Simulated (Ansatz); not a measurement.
Cost and result by functional for the adsorption energy of F on the 1x1 (110) surface of 3C silicon carbide (cut with top plane C + Si), one in a 2x2 cell, started at the site 'hollow Si', in Ansatz (plane waves, PAW). Single points on the PBE structure, on one kind of machine; costs are rough ratios of the slab run's core time (references not counted) to the cheapest single point. r2SCAN's cost holds its higher cutoff (500 against 420 eV). Differences are taken against r2SCAN for comparison alone: no measured value is at hand, so the table doesn't rank accuracy.

Host crystal: 3C silicon carbide, with a band gap (PBE, scalar-relativistic without spin-orbit coupling).

Set-up: 49 atoms, 7.7 Å thick at the start under the adsorbate (thin: gaps and levels are the slab's own); mesh 3x3x1; 0.01 eV smearing; dipole correction on; 24 atoms held, the rest relaxed; start symmetry kept, larger cells not searched; spin-polarised, ending with about 1.0 μB a cell; orders that need a larger cell were not tried, no spin-orbit, no U, no dispersion correction. At the end it is bonded to Si. In PBE it is, or lies within 0.03 eV of, the lowest of the starts that converged. These notes are the PBE run's. RPBE: The program's check for a lower electronic state was not made. r2SCAN: The program's check for a lower electronic state was not made. Adsorption energies are against ½ F2(g). A negative adsorption energy means that the adsorbate is more stable on the surface than in its reference.

```csv
functional,relative cost,adsorption energy (eV),less r2SCAN (eV)
RPBE,1,-4.01,0.50
r2SCAN,2,-4.51,0.00
PBE (the relaxed run's value),–,-4.14,0.37
```

The values span 0.50 eV, while the single points' costs differ by a factor of roughly 2. Differences are of unrounded values.

Ansatz is a first-principles code.
